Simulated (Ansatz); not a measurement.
Base system: Ir in the fcc (Cu type) structure (space group Fm-3m, No. 225; a = 3.845 Å; relaxed with 0.1 eV smearing).

Method: Ansatz (an electronic-structure program) r2SCAN, no spin-orbit coupling.

Base values:

- Pressure = 0.0 GPa

It is then changed as follows: every lattice vector is shortened by 2.50 %; the atoms relax in the strained cell.

### Question
How does this affect the energy relative to the base?

### Answer
The energy grows by 104 meV/atom.

### Question
What happens to the pressure?

### Answer
The pressure goes from zero to 34.6 GPa.

Whether these cells are dynamically stable was not tested. All final runs are without spin polarisation.
